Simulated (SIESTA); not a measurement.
## Input and output of a self-consistent single point for GaFe (P-6m2, 2 atoms in the cell) (SIESTA)

Method: SIESTA with LDA PW92, numerical atomic orbitals TZP, PseudoDojo LDA standard norm-conserving potentials (rewritten from UPF to PSML).

Input as run:

```
# files in the folder: Ga.psml Fe.psml (PseudoDojo LDA standard)
SystemName  GaFe
SystemLabel siesta

NumberOfAtoms                2
NumberOfSpecies              2
%block ChemicalSpeciesLabel
  1 31 Ga
  2 26 Fe
%endblock ChemicalSpeciesLabel
LatticeConstant              2.732191 Ang
%block LatticeVectors
     1.000000000    0.000000000    0.000000000
    -0.499999817    0.866025106    0.000000000
     0.000000000    0.000000000    1.466735305
%endblock LatticeVectors
AtomicCoordinatesFormat      Ang
%block AtomicCoordinatesAndAtomicSpecies
     0.000000000    0.000000000    2.003700500  1
     1.366097033    0.788714545    0.000000000  2
%endblock AtomicCoordinatesAndAtomicSpecies

XC.functional                LDA
XC.authors                   PW92
PAO.BasisSize                TZP
PAO.EnergyShift              0.01 Ry
MeshCutoff                   400 Ry
%block kgrid.MonkhorstPack
   11   0   0  0.0
    0  11   0  0.0
    0   0   7  0.0
%endblock kgrid.MonkhorstPack
OccupationFunction           FD
ElectronicTemperature        100.0 meV
Spin                         polarized
%block DM.InitSpin
  1 +0.00
  2 +4.00
%endblock DM.InitSpin

MaxSCFIterations             150
SCF.Mixer.Method             Pulay
SCF.Mixer.Weight             0.1
SCF.Mixer.History            8
SCF.DM.Tolerance             1.0E-04
Diag.ParallelOverK           true
WriteForces                  true
Charge.Mulliken              end
```

Output (repeated stretches shortened):

```
reinit: Reading from file input.fdf

reinit: System Name: GaFe
reinit: System Label: siesta

NOTE on units for spin output:
{S} is the spin magnetic moment, in units of the Bohr magneton,
assuming a g-factor for the electron spin of exactly 2.
The spin magnetic moment is then numerically equal to the charge inbalance,
in units of electrons, between the spin-up and -down channels.

coor:   Atomic-coordinates input format  =     Cartesian coordinates
coor:                                          (in Angstroms)

siesta: Atomic coordinates (Bohr) and species
siesta:      0.00000   0.00000   3.78645  1        1
siesta:      2.58155   1.49045   0.00000  2        2

siesta: System type = bulk

initatomlists: Number of atoms, orbitals, and projectors:      2    47    36

siesta: ******************** Simulation parameters ****************************
redata: Spin configuration                          = collinear
redata: Time-Reversal Symmetry                      = T
redata: Number of Atomic Species                    =        2
redata: Mesh Cutoff                                 =   400.0000 Ry
redata: Net charge of the system                    =     0.0000 |e|
redata: Min. number of SCF Iter                     =        0
redata: Max. number of SCF Iter                     =      150
redata: SCF convergence failure will abort job
redata: SCF mix quantity                            = Hamiltonian
redata: Mix DM or H after convergence               =   F
redata: Recompute H after scf cycle                 =   F
redata: Mix DM in first SCF step                    =   T
redata: No kicks to SCF
redata: DM Mixing Weight for Kicks                  =     0.5000
redata: Require Harris convergence for SCF          =   F
redata: Harris energy tolerance for SCF             =     0.000100 eV
redata: Require DM convergence for SCF              =   T
redata: DM tolerance for SCF                        =     0.000100
   [... lines left out ...]
diag: Used triangular part                          = Lower
diag: Absolute tolerance                            =  0.100E-15
diag: Orthogonalization factor                      =  0.100E-05
diag: Memory factor                                 =  1.0000

superc: Internal auxiliary supercell:     9 x     9 x     5  =     405
superc: Number of atoms, orbitals, and projectors:    810  19035  14580

                        Single-point calculation

superc: Internal auxiliary supercell:     9 x     9 x     5  =     405
superc: Number of atoms, orbitals, and projectors:    810  19035  14580

outcell: Unit cell vectors (Ang):
        2.732191    0.000000    0.000000
       -1.366095    2.366146    0.000000
        0.000000    0.000000    4.007401

outcell: Cell vector modules (Ang)   :    2.732191    2.732190    4.007401
outcell: Cell angles (23,13,12) (deg):     90.0000     90.0000    120.0000
outcell: Cell volume (Ang**3)        :     25.9069
new_DM -- step:     1
Initializing Density Matrix...

Attempting to read DM from file... Failed...
DM filled with atomic data (user-defined):

InitMesh: MESH = 30 x 30 x 50 = 45000
InitMesh: Mesh cutoff (required, used) =   400.000   430.246 Ry

stepf: Fermi-Dirac step function
        iscf     Eharris(eV)        E_KS(eV)     FreeEng(eV)     dDmax    Ef(eV) dHmax(eV)
   scf:    1    -5457.292940    -5477.889013    -5477.917247  1.071346 -2.503133 17.631274
     spin moment: {S} , |S| = {        0.0        0.0    2.74463 }     2.74463
   scf:    2    -5486.062262    -5482.694480    -5482.725736  0.173526 -3.337273  8.876620
     spin moment: {S} , |S| = {        0.0        0.0    2.62197 }     2.62197
   scf:    3    -5484.615380    -5484.174130    -5484.210230  0.162788 -4.163097  3.417027
     spin moment: {S} , |S| = {        0.0        0.0    2.48409 }     2.48409
   scf:    4    -5484.572072    -5484.409518    -5484.454482  0.176065 -4.363351  0.627409
     spin moment: {S} , |S| = {        0.0        0.0    2.39796 }     2.39796
   scf:    5    -5484.407511    -5484.417924    -5484.469498  0.066119 -4.546774  0.910344
     spin moment: {S} , |S| = {        0.0        0.0    2.28786 }     2.28786
   scf:    6    -5484.473821    -5484.448107    -5484.502565  0.018868 -4.522369  0.358272
   [... lines left out ...]
   scf:   12    -5484.457537    -5484.457466    -5484.516659  0.003112 -4.580730  0.021602
     spin moment: {S} , |S| = {        0.0        0.0    1.96918 }     1.96918
   scf:   13    -5484.457532    -5484.457500    -5484.516668  0.000169 -4.581212  0.011280
     spin moment: {S} , |S| = {        0.0        0.0    1.97034 }     1.97034
   scf:   14    -5484.457502    -5484.457501    -5484.516669  0.000027 -4.581360  0.009947
     spin moment: {S} , |S| = {        0.0        0.0    1.97026 }     1.97026
   scf:   15    -5484.457500    -5484.457501    -5484.516671  0.000225 -4.582399  0.001620
     spin moment: {S} , |S| = {        0.0        0.0    1.96934 }     1.96934
   scf:   16    -5484.457500    -5484.457500    -5484.516671  0.000004 -4.582422  0.001442
     spin moment: {S} , |S| = {        0.0        0.0    1.96932 }     1.96932
   scf:   17    -5484.457502    -5484.457501    -5484.516671  0.000030 -4.582579  0.000172
     spin moment: {S} , |S| = {        0.0        0.0    1.96922 }     1.96922
SCF Convergence by DM+H criterion
max |DM_out - DM_in|         :     0.0000301678
max |H_out - H_in|      (eV) :     0.0001723975
SCF cycle converged after 17 iterations

Using DM_out to compute the final energy and forces

siesta: E_KS(eV) =            -5484.4575

siesta: E_KS - E_eggbox =     -5484.4575

siesta: Atomic forces (eV/Ang):
     1    0.000003   -0.000001   -0.000000
     2   -0.000009    0.000004   -0.000000
   Tot   -0.000006    0.000003   -0.000000
   Max    0.000009
   Res    0.000004    sqrt( Sum f_i^2 / 3N )
   Max    0.000009    constrained

Stress tensor Voigt[x,y,z,yz,xz,xy] (kbar):      119.84      119.84      133.04       -0.00       -0.00        0.00
(Free)E + p*V (eV/cell)    -5486.5256
Target enthalpy (eV/cell)    -5484.5167

siesta: Program's energy decomposition (eV):
siesta: Ebs     =      -805.332204
siesta: Eions   =      7163.493729
siesta: Ena     =       640.618934
siesta: Ekin    =      3265.726931
siesta: Enl     =     -1230.598777
siesta: Eso     =         0.000000
siesta: Edftu   =         0.000000
siesta: DEna    =        41.346018
siesta: DUscf   =         0.955774
siesta: DUext   =         0.000000
siesta: Ex      =      -960.149914
siesta: Ec      =       -78.862738
siesta: Exc     =     -1039.012651
siesta: Eharris =     -5484.457502
siesta: Etot    =     -5484.457501
siesta: FreeEng =     -5484.516671

siesta: Stress tensor (static) (eV/Ang**3):
siesta:     0.074799    0.000000    0.000000
siesta:     0.000000    0.074799   -0.000000
siesta:    -0.000000   -0.000000    0.083036

siesta: Cell volume =         25.906897 Ang**3

siesta: Pressure (static):
siesta:                Solid            Molecule  Units
siesta:          -0.00084457         -0.00084457  Ry/Bohr**3
siesta:          -0.07754462         -0.07754454  eV/Ang**3
siesta:        -124.24017333       -124.24004314  kBar

mulliken: Atomic and Orbital Populations:

mulliken: Spin UP

Species: Ga
Atom  Qatom  Qorb
               4s      4s      4s      4py     4pz     4px     4py     4pz
               4px     4py     4pz     4px     3dxy    3dyz    3dz2    3dxz
   [... lines left out ...]

             -0.024  -0.059  -0.024  -0.049   0.102   0.064   0.070   0.064

              0.102

mulliken: Qtot =       15.485

mulliken: Spin DOWN

Species: Ga
Atom  Qatom  Qorb
               4s      4s      4s      4py     4pz     4px     4py     4pz
               4px     4py     4pz     4px     3dxy    3dyz    3dz2    3dxz
               3dx2-y2 4dxy    4dyz    4dz2    4dxz    4dx2-y2
   1  6.919   0.614  -0.255   0.402  -0.155   0.190  -0.155   0.088  -0.085
              0.088   0.289   0.359   0.289   1.001   1.001   1.003   1.001

              1.001   0.026   0.077   0.037   0.077   0.026

Species: Fe
Atom  Qatom  Qorb
               3s      4s      4s      4s      3py     3pz     3px     4py
               4pz     4px     3dxy    3dyz    3dz2    3dxz    3dx2-y2 3dxy
               3dyz    3dz2    3dxz    3dx2-y2 3dxy    3dyz    3dz2    3dxz
               3dx2-y2
   2  6.597   0.891   0.093  -0.155   0.188   0.999   0.998   0.999   0.167
              0.132   0.167   0.456   0.370   0.558   0.370   0.456  -0.075

             -0.039  -0.085  -0.039  -0.075   0.042   0.040   0.059   0.040

              0.042

mulliken: Qtot =       13.515

Mulliken Atomic Populations:
Atom #   charge [q] valence [e]      Sz [e]  Species
     1    -0.616832   13.616832   -0.220345  Ga
     2     0.616832   15.383168    2.189567  Fe
 Total    -0.000000                1.969222
```

The run converged in 17 iterations.

The starting cell comes from a database of computed structures (which also holds hypothetical and non-ambient phases and stackings), without a prior relaxation at this level. Its lattice was rescaled by a random factor within 2.5 % of one. With one magnetic atom in the cell only a parallel order is possible. Values carry the incompleteness of an atom-centred basis. With a pressure of about -12 GPa the cell is away from its equilibrium volume at this level.

Cost on one core of a shared machine: roughly 3 min.
